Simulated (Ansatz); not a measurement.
The reference is BaHfO₃ in the cubic perovskite structure (space group Pm-3m, No. 221; a = 4.158 Å).

The change: cell and atoms relaxed at a pressure of 0.3 GPa.

Levels (all Ansatz, a quantum-chemistry and plane-wave program, PAW): PBEsol (420 eV, no SOC); PBEsol+SOC (420 eV, with spin-orbit coupling).

The geometry is relaxed with PBEsol.

```
Quantity           Result
---------------  --------
PBEsol band gap   3.59 eV
PBEsol pressure  0.29 GPa
```

Predict the band gap, pressure and electron mass from PBEsol+SOC.

The band gap drops by 0.09 eV, from 3.59 eV to 3.50 eV; the pressure drops by 0.16 GPa to 0.13 GPa; the electron mass (degenerate bands, along [100]) is 0.33, 0.76 mₑ (at Γ).

Single points use the geometry relaxed with PBEsol. Differences between runs with and without spin-orbit coupling are approximate. Spin-orbit coupling, missing from the scalar runs, can matter with Hf. Load acts through the strain it causes; cell and atoms are relaxed under it. Masses are band curvatures over ±0.01 Å⁻¹ around the edge. Stability against distortions was not tested. The base started in P4mm and relaxed to Pm-3m at this level.
